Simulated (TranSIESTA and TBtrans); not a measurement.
Device: perfluorobutane-1,4-diyl held by acetylide between the apex atoms of two Al(100) rods. Leads: fcc Al rod along [100], layers of 5 and 4 atoms, a = 4.04 Å. Geometry: as built, not relaxed. Transport runs along z; the first 18 and the last 18 of the 85 atoms are the lead cells, repeated to infinity.

```xyz
85
Lattice="14.213 0.000 0.000 0.000 14.213 0.000 0.000 0.000 44.562" Properties=species:S:1:pos:R:3 pbc="F F T"
Al     7.107     7.107     0.000
Al     9.963     7.107     0.000
Al     7.107     9.963     0.000
Al     4.250     7.107     0.000
Al     7.107     4.250     0.000
Al     8.535     8.535     2.020
Al     5.678     8.535     2.020
Al     8.535     5.678     2.020
Al     5.678     5.678     2.020
Al     7.107     7.107     4.040
Al     9.963     7.107     4.040
Al     7.107     9.963     4.040
Al     4.250     7.107     4.040
Al     7.107     4.250     4.040
Al     8.535     8.535     6.060
Al     5.678     8.535     6.060
Al     8.535     5.678     6.060
Al     5.678     5.678     6.060
Al     7.107     7.107     8.080
Al     9.963     7.107     8.080
Al     7.107     9.963     8.080
Al     4.250     7.107     8.080
Al     7.107     4.250     8.080
Al     8.535     8.535    10.100
Al     5.678     8.535    10.100
Al     8.535     5.678    10.100
Al     5.678     5.678    10.100
Al     7.107     7.107    12.120
Al     9.963     7.107    12.120
Al     7.107     9.963    12.120
Al     4.250     7.107    12.120
Al     7.107     4.250    12.120
Al     8.535     8.535    14.140
Al     5.678     8.535    14.140
Al     8.535     5.678    14.140
Al     5.678     5.678    14.140
Al     7.107     7.107    16.160
C      7.020     7.568    18.053
C      6.967     7.853    19.223
C      6.902     8.201    20.649
F      7.869     9.157    20.906
F      5.655     8.743    20.906
C      7.136     6.948    21.522
F      6.168     6.005    21.211
F      8.380     6.419    21.211
C      7.077     7.265    23.040
F      5.833     7.794    23.350
F      8.045     8.208    23.350
C      7.312     6.012    23.913
F      6.345     5.056    23.656
F      8.559     5.471    23.656
C      7.247     6.360    25.339
C      7.193     6.645    26.509
Al     7.107     7.107    28.402
Al     8.535     8.535    30.422
Al     5.678     8.535    30.422
Al     8.535     5.678    30.422
Al     5.678     5.678    30.422
Al     7.107     7.107    32.442
Al     9.963     7.107    32.442
Al     7.107     9.963    32.442
Al     4.250     7.107    32.442
Al     7.107     4.250    32.442
Al     8.535     8.535    34.462
Al     5.678     8.535    34.462
Al     8.535     5.678    34.462
Al     5.678     5.678    34.462
Al     7.107     7.107    36.482
Al     9.963     7.107    36.482
Al     7.107     9.963    36.482
Al     4.250     7.107    36.482
Al     7.107     4.250    36.482
Al     8.535     8.535    38.502
Al     5.678     8.535    38.502
Al     8.535     5.678    38.502
Al     5.678     5.678    38.502
Al     7.107     7.107    40.522
Al     9.963     7.107    40.522
Al     7.107     9.963    40.522
Al     4.250     7.107    40.522
Al     7.107     4.250    40.522
Al     8.535     8.535    42.542
Al     5.678     8.535    42.542
Al     8.535     5.678    42.542
Al     5.678     5.678    42.542
```

Run with TranSIESTA and TBtrans (open boundaries, self-consistent; PseudoDojo norm-conserving potentials, scalar-relativistic): PAO.BasisSize SZP, PAO.EnergyShift 0.15 eV, XC.Authors PBE, Mesh.Cutoff 150 Ry, ElectronicTemperature 300 K, TS.Voltage 0.0 eV, TBT.Elecs.Eta 0.001 eV, no spin polarisation.

Energies count from the leads' Fermi level. Transmissions are for one spin of a degenerate pair. The energy step is 0.02 eV; narrower resonances are cut or missed.

| E (eV) | T |
|---|---|
| -0.20 | 0.000525 |
| -0.16 | 0.000570 |
| -0.12 | 0.000617 |
| -0.08 | 0.000667 |
| -0.04 | 0.000719 |
| 0.00 | 0.000774 |
| 0.04 | 0.000838 |
| 0.08 | 0.000820 |
| 0.12 | 0.000820 |
| 0.16 | 0.000821 |
| 0.20 | 0.000818 |

Question: Give the zero-bias conductance in μS and the resistance at 300 K.

Answer: At the Fermi level T = 0.000774. Averaged with −∂f/∂E over the full grid (kT = 25.9 meV) it is 0.000768. With G0 = 2e²/h = 77.48 μS, G = 0.0595 μS and R = 1/G = 16800 kΩ.

Question: The eigenchannels at the Fermi level transmit 0.000767, 6.40e-6. What Fano factor of the shot noise follows at low temperature and bias?

Answer: F = Σ τ(1 − τ)/Σ τ = 0.000773/0.000773 = 1.00.

The leads' channel count changes near 0.03 eV, within the thermal window, so values at the Fermi level hang on where that band edge falls. Semilocal functionals put molecular levels too close to the Fermi level and tend to overestimate such conductances.
